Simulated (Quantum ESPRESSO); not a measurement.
Refining one setting for Cd (P6_3/mmc, 4 atoms in the cell)

```yaml
crystal:
  lattice:
    - [3.14220, 0.00000, 0.00000]
    - [-1.57110, 2.72122, 0.00000]
    - [0.00000, 0.00000, 10.11005]
  atoms:
    - { symbol: Cd, position: [0.00000, 0.00000, 0.00000] }
    - { symbol: Cd, position: [0.00000, 0.00000, 0.50000] }
    - { symbol: Cd, position: [0.33333, 0.66667, 0.25000] }
    - { symbol: Cd, position: [0.66667, 0.33333, 0.75000] }
```

Method of the run: LDA (PZ), GBRV 1.5 ultrasoft (LDA) pseudopotentials (plane waves; Quantum ESPRESSO 7.5).

The starting cell was generated: these elements placed on a structure prototype, without a prior relaxation; it need not be a known phase or ordering of this composition. In the base run, with a pressure of about -5 GPa the cell is away from its equilibrium volume at this level.

Held fixed: ecutwfc = 40 Ry; occupations = smearing; smearing = cold; degauss = 0.0036749 Ry; potentials = {Cd: cd_lda_v1.uspp.F.UPF}; K_POINTS = automatic 8 8 3 0 0 0; conv_thr = 1e-11 Ry; mixing_beta = 0.5.

ΔF is the free energy per atom less that of the last row (640 Ry).

The series runs over ecutrho = 80 Ry; 120 Ry; 160 Ry; 200 Ry; 240 Ry; 320 Ry; 400 Ry; 480 Ry; 640 Ry.

Task: From which setting on does the pressure stay within 0.5 GPa of the last one?

Result: From ecutrho = 120 Ry on; the one before it is off by 0.72 GPa. The value it settles on is -5.3 GPa at this level of theory and with the other settings as held.

Task: From which setting on does the energy stay within 5 meV/atom of the last one?

Result: From ecutrho = 120 Ry on; the one before it is off by 7.4 meV/atom.

| ecutrho | ΔF (meV/atom) | pressure (GPa) |
|---|---|---|
| 80 Ry | -7.4 | -4.56 |
| 120 Ry | -0.74 | -5.32 |
| 160 Ry | 0.05 | -5.27 |
| 200 Ry | -0.06 | -5.28 |
| 240 Ry | 0.00 | -5.28 |
| 320 Ry | 0.01 | -5.28 |
| 400 Ry | -0.03 | -5.28 |
| 480 Ry | 0.02 | -5.28 |
| 640 Ry | 0.00 | -5.28 |
